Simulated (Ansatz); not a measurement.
The reference is Mo in the bcc (W type) structure (space group Im-3m, No. 229; a = 3.112 Å; relaxed with 0.1 eV smearing).

Level of theory: Kohn–Sham DFT with the LDA functional, run in Ansatz (an electronic-structure program) with PAW and 420 eV plane waves, no spin-orbit coupling.

Strains are applied to the cell and any free atomic positions relax.

One change was made to it. Results:

```tsv
quantity	base	after
energy relative to the base (free energy F)	0 meV/atom	+3.0 meV/atom
pressure	0.0 GPa	-4.2 GPa
band gap	zero	zero
```

Task: Which of these changes matches the shifts?
A. isotropic strain −1.50 %
B. isotropic strain +2.50 %
C. isotropic strain −2.00 %
D. isotropic strain +0.50 %
E. isotropic strain +3.00 %

Result: D, isotropic strain +0.50 %. For comparison, the energy relative to the base in the other runs: isotropic strain +2.50 % gives +71 meV/atom; isotropic strain −1.50 % gives +29 meV/atom; isotropic strain −2.00 % gives +53 meV/atom; isotropic strain +3.00 % gives +101 meV/atom.

Stability against distortions was not tested. The final runs are not spin-polarised.
